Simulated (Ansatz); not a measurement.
**The (111)B surface of zinc-blende CdTe (in the relaxation like top atoms buckled by 0.9 Å), Te-terminated, SH on every top atom (bottom of the slab: 2 H on 4 bottom sites)**

Computed with PBE (plane waves to 420 eV, PAW; Ansatz, a quantum-chemistry and plane-wave program).

Slab: 42 atoms, 17.0 Å thick at the start with caps and adatoms; k 3x3x1, smearing 0.025 eV, dipole-corrected; 8 atoms held, the rest relaxed; no symmetry held; no spin (no spin-polarised run to compare, though such a face may carry moments), no spin-orbit, no U. The slab shows no gap over 0.04 eV on its mesh. It is one candidate, not shown to be the stable structure of the face.

The work function of the top face is 4.99 eV, the energy released by relaxation is 1.86 eV and the cost is very roughly 7 core-hours.
